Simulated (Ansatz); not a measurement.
A self-consistent single point of CaPd (P4mm, 2 atoms in the cell) with Ansatz (a first-principles code).

Level of theory: LDA (PW92), default PAW files made with PBE (plane waves; Ansatz).

```yaml
crystal:
  lattice:
    - [3.51621, 0.00000, 0.00000]
    - [0.00000, 3.51621, 0.00000]
    - [0.00000, 0.00000, 3.51621]
  atoms:
    - { symbol: Ca, position: [0.00000, 0.00000, 0.01422] }
    - { symbol: Pd, position: [0.50000, 0.50000, 0.50000] }
```

Reference input (self-consistent single point, DFT, LDA (PW92), plane waves, default PAW files made with PBE): basis.ecutwfc = 30.9 Ry; kpoints.mp_grid.grid = 9 9 9; hamiltonian.xc = lda; hamiltonian.pseudopotentials = {kind: paw} (the program's default PAW files); scf.occupations.method = fermi_dirac; scf.occupations.width = 0.0073 Ry. This run's input differs from it in these lines:

Ansatz 0.2 input:
```diff
@@ -11,3 +11,3 @@
 kpoints:
-  mp_grid: { grid: [9, 9, 9] }
+  mp_grid: { grid: [15, 15, 15] }
 hamiltonian:
@@ -16,3 +16,3 @@
 scf:
-  occupations: { method: fermi_dirac, width: 0.0073 Ry }
+  occupations: { method: cold, width: 0.0037 Ry }
 output:
```

The program printed (abridged):

```
SCF iter   1: F=—  HF=-8618.465306 eV  |F-HF|=—  |Δ(HF+E_count)|=         —  Δρ=1.05e-2  dr2=4.98e-2  ethr=1.77e-3  ⟨swp⟩=6.4  Hψ=28312  notcnv=0
all-band conjugate gradients solve this SCF's bands
preconditioner: auto → Kerker (q_TF=auto, 2.535 Å⁻¹)
SCF iter   2: F=—  HF=-8618.452343 eV  |F-HF|=—  |Δ(HF+E_count)|=   1.30e-2  S|Δr|=    0.00e0  Δρ=3.43e-3  dr2=2.13e-3  ethr=1.78e-4  ⟨swp⟩=2.0  Hψ=9942  notcnv=0  defer=3
SCF iter   3: F=—  HF=-8618.451820 eV  |F-HF|=—  |Δ(HF+E_count)|=   5.24e-4  S|Δr|=    0.00e0  Δρ=1.67e-3  dr2=5.20e-4  ethr=7.61e-6  ⟨swp⟩=2.0  Hψ=7650  notcnv=0  defer=3
SCF iter   4: F=—  HF=-8618.451684 eV  |F-HF|=—  |Δ(HF+E_count)|=   1.36e-4  S|Δr|=    0.00e0  Δρ=1.71e-4  dr2=7.71e-6  ethr=1.86e-6  ⟨swp⟩=2.3  Hψ=8563  notcnv=0  defer=3
SCF iter   5: F=—  HF=-8618.451681 eV  |F-HF|=—  |Δ(HF+E_count)|=   2.61e-6  S|Δr|=    0.00e0  Δρ=3.25e-5  dr2=2.56e-7  ethr=2.76e-8  ⟨swp⟩=2.0  Hψ=7546  notcnv=0  defer=3
SCF iter   6: F=-8618.451681 eV  HF=-8618.451681 eV  |F-HF|=2.11e-9  |Δ(HF+E_count)|=   4.76e-8  S|Δr|=    0.00e0  Δρ=3.98e-6  dr2=4.34e-9  ethr=3.57e-10  ⟨swp⟩=5.1  Hψ=20669  notcnv=0
SCF 1 converged in 6 iterations: F = -8618.451681 eV  dr2 = 4.34e-9
Stability not checked (fill_not_monotonic)
Free energy (F): -8618.451681 eV
Internal energy: -8618.451833 eV  (E = F + TS)
E sigma→0 (E₀):  -8618.451732 eV
Entropy (-TS):   0.000152 eV (0.076 meV/atom)
Fermi energy:    11.212810 eV
--- Forces (eV/Å), atoms counted from 1 ---
  atom   1  Ca     0.00000000     0.00000000    -0.10323076
  atom   2  Pd     0.00000000     0.00000000     0.10321888
--- Stress (GPa, compression-positive) ---
       -5.289621       0.000000       0.000000
        0.000000      -5.289621       0.000000
        0.000000       0.000000      -5.311345
  P = ⅓ Tr σ = -5.2969 GPa (-52.969 kbar)
  The stress holds the Pulay correction. Without it, at fixed plane waves, as pw.x and ABINIT print it: P = -5.3083 GPa
```

The run converged in 6 iterations. Against the reference run the free energy rises by 4.5 meV/atom, the pressure goes from -5.41 to -5.30 GPa and the largest force hardly changes (0.104 to 0.103 eV/Å).

The starting cell comes from a database of computed structures (which also holds hypothetical and non-ambient phases and stackings), without a prior relaxation at this level. Its lattice was rescaled by up to half a per cent. One atom was moved a little off its site on purpose. Spin polarisation is off. With a pressure of about -5 GPa the cell is away from its equilibrium volume at this level. Ansatz's pressure includes its estimate of the finite-basis (Pulay) stress.
